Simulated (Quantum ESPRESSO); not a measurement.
**Quick settings and what they miss: ZnAg3 (Pm-3m, 4 atoms in the cell)**

Self-consistent single point.

```xyz
4
Lattice="3.9609 0.0000 0.0000 0.0000 3.9609 0.0000 0.0000 0.0000 3.9609" Properties=species:S:1:pos:R:3 pbc="T T T"
Zn     0.0000     0.0000     0.0000
Ag     0.0000     1.9804     1.9804
Ag     1.9804     0.0000     1.9804
Ag     1.9804     1.9804     0.0000
```

Computed with PBEsol, PSlibrary ultrasoft (PBE) pseudopotentials (plane waves; Quantum ESPRESSO).

Base settings: ecutwfc = 50 Ry; ecutrho = 300 Ry; occupations = smearing; smearing = methfessel-paxton; degauss = 0.0073499 Ry; input_dft = pbesol; potentials = {Zn: Zn.pbe-dn-rrkjus_psl.1.0.0.UPF, Ag: Ag.pbe-n-rrkjus_psl.1.0.0.UPF}; K_POINTS = automatic 11 11 11 1 1 1; conv_thr = 1e-10 Ry.

Tight run (finer mesh or higher cutoff; not a proven limit): ecutwfc: 50 Ry → 70 Ry; ecutrho: 300 Ry → 420 Ry; conv_thr: 1e-10 Ry → 7.3e-11 Ry; K_POINTS: automatic 11 11 11 1 1 1 → automatic 15 15 15 1 1 1. It gave Fermi level (on the code's own zero) 13.64 eV; pressure 4.12 GPa.

Quick runs, as changes from the base:
- A: the base itself
- B: ecutwfc: 50 Ry → 35 Ry; ecutrho: 300 Ry → 210 Ry; K_POINTS: automatic 11 11 11 1 1 1 → automatic 4 4 4 1 1 1
- C: ecutwfc: 50 Ry → 30 Ry; ecutrho: 300 Ry → 180 Ry; K_POINTS: automatic 11 11 11 1 1 1 → automatic 6 6 6 1 1 1
- D: ecutwfc: 50 Ry → 40 Ry; ecutrho: 300 Ry → 240 Ry; K_POINTS: automatic 11 11 11 1 1 1 → automatic 2 2 2 1 1 1
- E: ecutwfc: 50 Ry → 25 Ry; ecutrho: 300 Ry → 150 Ry; degauss: 0.0073499 Ry → 0.036749 Ry; input_dft: pbesol → default; pseudopotentials: {Zn: Zn.pbe-dn-rrkjus_psl.1.0.0.UPF, Ag: Ag.pbe-n-rrkjus_psl.1.0.0.UPF} → {Zn: Zn.pz-dn-rrkjus_psl.1.0.0.UPF, Ag: Ag.pz-n-rrkjus_psl.1.0.0.UPF}; K_POINTS: automatic 11 11 11 1 1 1 → automatic 4 4 4 1 1 1 [LDA (PZ)]
- F: ecutwfc: 50 Ry → 25 Ry; ecutrho: 300 Ry → 150 Ry; K_POINTS: automatic 11 11 11 1 1 1 → automatic 8 8 8 1 1 1

Energies are extrapolated to zero smearing width, which holds to low order in the width alone (under cold and Methfessel-Paxton smearing the free energy itself is taken).

Dashes: energy of E, another energy zero.

† marks runs with another functional, U, potentials or spin treatment: their distance from the tight run is not a convergence error alone.

The count of work is k-points × plane waves × bands × iterations; it is no time. 

The starting cell comes from a database of computed structures (which also holds hypothetical and non-ambient phases and stackings), without a prior relaxation at this level. Its lattice was rescaled by a random factor within 2.5 % of one.

```csv
run,energy less tight (meV/atom),pressure less tight (GPa),count of work / tight
A,58.4,-2.18,0.31
B,186.9,-17.17,0.012
C,1310.4,-93.37,0.023
D,774.9,5.66,0.0036
E†,–,-320.21,0.0064
F,6278.9,-318.82,0.035
```

Among the runs at the tight run's level, the energy misses run from 58.4 to 6278.9 meV/atom.
